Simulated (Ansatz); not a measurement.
## GaP, response to strain

Consider GaP in the zinc blende structure (space group F-43m, No. 216; a = 5.451 Å). Axes: x, y, z lie along the cube axes.

Strains are applied to the cell and any free atomic positions relax; under biaxial strain the out-of-plane vector relaxes too.

The values are results of Ansatz (a program for electronic structure) r2SCAN, no spin-orbit coupling, not measurements.

Notes on the quantities. energy relative to the base: free energy F.

```json
[
 {"biaxial strain, plane normal [001], relaxed out of plane (%)": "-3", "energy relative to the base (meV/atom)": "18.4"},
 {"biaxial strain, plane normal [001], relaxed out of plane (%)": "-2.5", "energy relative to the base (meV/atom)": "?"},
 {"biaxial strain, plane normal [001], relaxed out of plane (%)": "-2", "energy relative to the base (meV/atom)": "8.0"},
 {"biaxial strain, plane normal [001], relaxed out of plane (%)": "-1.5", "energy relative to the base (meV/atom)": "4.5"},
 {"biaxial strain, plane normal [001], relaxed out of plane (%)": "-1", "energy relative to the base (meV/atom)": "2.0"},
 {"biaxial strain, plane normal [001], relaxed out of plane (%)": "-0.5", "energy relative to the base (meV/atom)": "0.5"},
 {"biaxial strain, plane normal [001], relaxed out of plane (%)": "0", "energy relative to the base (meV/atom)": "0.0"}
]
```

Fit ΔE = Aε² + Bε³ (ε in %) to the rows shown and predict the withheld row.

Least squares on the printed values gives A = 1.94 and B = -0.035 meV/atom (largest residual 0.0 meV/atom); this predicts 12.7 meV/atom, and the run gives 12.6 meV/atom, in agreement.

No phonon test of stability was made.
